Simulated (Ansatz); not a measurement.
For HfSi (model structure, started from the TiAs type, P6₃/mmc, No. 194, 8 atoms in the cell), PBE (plane waves, PAW; Ansatz, a first-principles code) gives:

- lattice constant a = 3.705 Å
- c axis length = 13.143 Å
- enthalpy of formation = -0.518 eV/atom

Task: What does PBE-D3(BJ) in Ansatz (plane waves, PAW) give for the same quantities?

Result: 
- lattice constant a: 3.650 Å (falls by 1.5 %)
- lattice parameter c: 13.111 Å (drops by 0.2 %)
- formation enthalpy: -0.557 eV/atom (moves by -0.039 eV/atom)

Changes are worked out from the printed values.

Unless a cell is named, each level is at its own relaxed cell (PBE 19.53, PBE-D3(BJ) 18.91 Å³/atom).

Levels without +SOC leave out spin–orbit coupling, which shifts energies and cells of such heavy elements.

Ansatz's density-functional and Hartree–Fock values are scalar-relativistic unless marked +SOC, with PAW data made under PBE.

A model structure was made by putting elements into a prototype or built by hand; it is no filed structure, need not be a known phase, and can be a saddle point held by its symmetry.
